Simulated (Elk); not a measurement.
Worked example: self-consistent single point of Ga3P (I4/mmm, 4 atoms in the cell) in Elk

Method: Elk 10.2.4 with PBEsol, all-electron FP-LAPW, Elk's shipped species files, default APW+lo basis.

Input as run:

```
tasks
  0

xctype
  22

rgkmax
  7.0

rmtscf
  0.98

stype
  3

swidth
  0.00367493

scale
  11.02854168

avec
   -0.3226555727    0.3226555727    0.8898240067
    0.3226555727   -0.3226555727    0.8898240067
    0.3226555727    0.3226555727   -0.8898240067

atoms
  2   : nspecies
  'Ga.in'   : spfname
  3   : natoms; atposl, bfcmt below
  0.7500000000  0.2500000000  0.5000000000    0.0 0.0 0.0
  0.2500000000  0.7500000000  0.5000000000    0.0 0.0 0.0
  0.5000000000  0.5000000000  0.0000000000    0.0 0.0 0.0
  'P.in'   : spfname
  1   : natoms; atposl, bfcmt below
  0.0000000000  0.0000000000  0.0000000000    0.0 0.0 0.0

ngridk
  8 8 8
```

The program printed (abridged):

```
│ Elk code version 10.2.4 │

All units are atomic (Hartree, Bohr, etc.)

│ Ground-state run starting from atomic densities │

Lattice vectors :
  -3.558420432       3.558420432       9.813461146
   3.558420432      -3.558420432       9.813461146
   3.558420432       3.558420432      -9.813461146

Unit cell volume      :    497.0461533
Brillouin zone volume :   0.4990486533

Muffin-tin inner radius fraction :   0.1000000000E-01

Nuclei treated as point charges

Species :    1 (Ga)
 parameters loaded from : Ga.in
 name : gallium
 nuclear charge    :   -31.00000000
 electronic charge :    31.00000000
 atomic mass :    127097.2538
 muffin-tin radius :    2.352000000
 number of radial points in muffin-tin :    497
 atomic positions (lattice), magnetic fields (Cartesian) :
   1 :  -0.25000000  0.25000000  0.50000000    0.00000000  0.00000000  0.00000000
   2 :   0.25000000 -0.25000000  0.50000000    0.00000000  0.00000000  0.00000000
   3 :   0.50000000  0.50000000  0.00000000    0.00000000  0.00000000  0.00000000

Species :    2 (P)
 parameters loaded from : P.in
 name : phosphorus
 nuclear charge    :   -15.00000000
 electronic charge :    15.00000000
 atomic mass :    56461.71226
 muffin-tin radius :    2.156000000
 number of radial points in muffin-tin :    397
 atomic positions (lattice), magnetic fields (Cartesian) :
   1 :   0.00000000  0.00000000  0.00000000    0.00000000  0.00000000  0.00000000

Total number of atoms per unit cell :    4

Spin treatment :
 spin-unpolarised

Number of Bravais lattice symmetries :   16
Number of crystal symmetries         :   16
Crystal has inversion symmetry
Real symmetric eigensolver will be used

k-point grid :      8     8     8
k-point offset :    0.000000000       0.000000000       0.000000000
k-point set is reduced with full crystal symmetry group
Total number of k-points :       59

Muffin-tin radius times maximum |G+k| :    7.000000000
 using average radius
Maximum |G+k| for APW functions       :    3.039513678
Maximum (1/2)|G+k|²                   :    4.619321699
Maximum |G| for potential and density :    12.00000000
 potential will be trimmed for |G| > 2 gkmax
Constant for pseudocharge density :    7
Radial integration step length :    4

G-vector grid sizes :     45    45    45
Number of G-vectors :    14521

Maximum angular momentum used for
 APW functions                      :    8
 outer part of muffin-tin           :    6
 inner part of muffin-tin           :    1

Total nuclear charge    :   -108.0000000
Total core charge       :    64.00000000
Total valence charge    :    44.00000000
Total excess charge     :    0.000000000
Total electronic charge :    108.0000000

Effective Wigner radius, rₛ :    1.031877440

Number of empty states         :   16
Total number of valence states :   38
Total number of core states    :   64

Total number of local-orbitals :   47

Exchange-correlation functional :     22     0     0
 PBEsol, Phys. Rev. Lett. 100, 136406 (2008)
 gradient requirement :    1
 generalised gradient approximation (GGA)

Smearing type :    3
 Fermi-Dirac
Smearing width :   0.3674930000E-02
Effective electronic temperature (K) :    1160.451112

Mixing type :    3
 Broyden mixing, J. Phys. A: Math. Gen. 17, L317 (1984)

Kohn-Sham potential initialised from atomic data

│ Self-consistent loop started │
│ Loop number : 1 │
 total energy                :     -6170.88553806
│ Loop number : 2 │
 total energy                :     -6171.01849660
RMS change in Kohn-Sham potential (target) :   0.2704144602     (  0.1000000000E-05)
Absolute change in total energy (target)   :   0.1329585423     (  0.1000000000E-03)
│ Loop number : 3 │
 total energy                :     -6170.82230290
RMS change in Kohn-Sham potential (target) :   0.2611890329     (  0.1000000000E-05)
Absolute change in total energy (target)   :   0.1629540648     (  0.1000000000E-03)
│ Loop number : 4 │
 total energy                :     -6170.28887979
RMS change in Kohn-Sham potential (target) :   0.1310708374     (  0.1000000000E-05)
Absolute change in total energy (target)   :   0.5741616240     (  0.1000000000E-03)
│ Loop number : 5 │
 total energy                :     -6169.79227439
RMS change in Kohn-Sham potential (target) :   0.3761299498E-01 (  0.1000000000E-05)
Absolute change in total energy (target)   :   0.6401458019     (  0.1000000000E-03)
│ Loop number : 6 │
 total energy                :     -6169.68070922
RMS change in Kohn-Sham potential (target) :   0.1013283823E-01 (  0.1000000000E-05)
Absolute change in total energy (target)   :   0.2716016233     (  0.1000000000E-03)
│ Loop number : 7 │
 total energy                :     -6169.63251504
RMS change in Kohn-Sham potential (target) :   0.5156241577E-03 (  0.1000000000E-05)
Absolute change in total energy (target)   :   0.1160945918     (  0.1000000000E-03)
│ Loop number : 8 │
 total energy                :     -6169.63090360
RMS change in Kohn-Sham potential (target) :   0.2439365573E-03 (  0.1000000000E-05)
Absolute change in total energy (target)   :   0.3063508486E-01 (  0.1000000000E-03)
│ Loop number : 9 │
 total energy                :     -6169.62486309
RMS change in Kohn-Sham potential (target) :   0.8295485123E-04 (  0.1000000000E-05)
Absolute change in total energy (target)   :   0.1369928207E-01 (  0.1000000000E-03)
│ Loop number : 10 │
 total energy                :     -6169.62397266
RMS change in Kohn-Sham potential (target) :   0.4761030816E-04 (  0.1000000000E-05)
Absolute change in total energy (target)   :   0.4315247947E-02 (  0.1000000000E-03)
│ Loop number : 11 │
 total energy                :     -6169.62310286
RMS change in Kohn-Sham potential (target) :   0.1201116031E-04 (  0.1000000000E-05)
Absolute change in total energy (target)   :   0.1948610411E-02 (  0.1000000000E-03)
│ Loop number : 12 │
 total energy                :     -6169.62307197
RMS change in Kohn-Sham potential (target) :   0.1579998232E-05 (  0.1000000000E-05)
Absolute change in total energy (target)   :   0.5180452299E-03 (  0.1000000000E-03)
│ Loop number : 13 │
 total energy                :     -6169.62303895
RMS change in Kohn-Sham potential (target) :   0.8125333576E-06 (  0.1000000000E-05)
Absolute change in total energy (target)   :   0.1625264676E-03 (  0.1000000000E-03)
│ Loop number : 14 │
 total energy                :     -6169.62302492
RMS change in Kohn-Sham potential (target) :   0.2104310443E-06 (  0.1000000000E-05)
Absolute change in total energy (target)   :   0.5467009942E-04 (  0.1000000000E-03)
Convergence targets achieved

│ Loop number : 15 │

Energies :
 Fermi                       :     0.226876892437
 sum of eigenvalues          :     -3532.28471020
 electron kinetic            :      6284.99144743
 core electron kinetic       :      5873.01366133
 Coulomb                     :     -12209.3352917
 Coulomb potential           :     -9495.91670627
 nuclear-nuclear             :     -718.942669831
 electron-nuclear            :     -13484.8685374
 Hartree                     :      1994.47591556
 Madelung                    :     -7461.37693853
 xc potential                :     -321.359451360
 exchange                    :     -239.494782344
 correlation                 :     -5.78261088042
 electron entropic           :    -0.178906670564E-02
 total energy                :     -6169.62302652

Density of states at Fermi energy :    39.19902148
 (states/Hartree/unit cell)

Estimated indirect band gap :   0.1994000102E-02
 from k-point     38 to k-point     10
Estimated direct band gap   :   0.1399991798E-01
 at k-point     59

Charges :
 core                        :    64.00000000
 valence                     :    44.00000000
 interstitial                :    6.533858310
 muffin-tins (core leakage)
  species :    1 (Ga)
   atom    1                 :    29.49349541     (  0.9761238302E-03)
   atom    2                 :    29.49349541     (  0.9761238302E-03)
   atom    3                 :    29.44804321     (  0.9715001488E-03)
  species :    2 (P)
   atom    1                 :    13.03110767     (  0.3931695576E-03)
 total in muffin-tins        :    101.4661417
 total calculated charge     :    107.9764025
 total charge                :    108.0000000
 error                       :   0.2359750082E-01

│ Self-consistent loop stopped │
```

The run converged in 15 iterations. The count includes the last loop, which Elk runs after its targets are met.

The starting cell comes from a database of computed structures (which also holds hypothetical and non-ambient phases and stackings), without a prior relaxation at this level. Values depend on the basis (sphere radii, cutoffs, local orbitals), which need not be converged. The run gives no clean gap (levels at the Fermi energy touch, overlap or are partly filled at this smearing), which alone does not show that the compound is a metal. The log's line on a gap gives a spacing of levels on this mesh, which the program prints for metals too.
